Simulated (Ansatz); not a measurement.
## InP, pressure series

Take InP in the wurtzite structure (space group P6_3mc, No. 186; a = 4.149 Å, c = 6.810 Å; a model cell, its experimental status unchecked) as the base.

Cell and atoms are relaxed at each pressure.

Computed with PBEsol, PAW, 420 eV (Ansatz, a first-principles code; no spin-orbit coupling).

Candidates:
(a) pressure 22.5 GPa
(b) pressure 2.1 GPa
(c) pressure −1 GPa
(d) pressure 4.5 GPa

Base values:

The band gap is 0.64 eV.

Question: Order them by band gap, highest first.

Answer: (a) pressure 22.5 GPa (1.42 eV), (d) pressure 4.5 GPa (0.95 eV), (b) pressure 2.1 GPa (0.79 eV), (c) pressure −1 GPa (0.55 eV)

Load acts through the strain it causes; cell and atoms are relaxed under it. Whether these cells are dynamically stable was not tested. Competing high-pressure phases were not computed. This is not the structure that InP has at room temperature and ambient pressure.
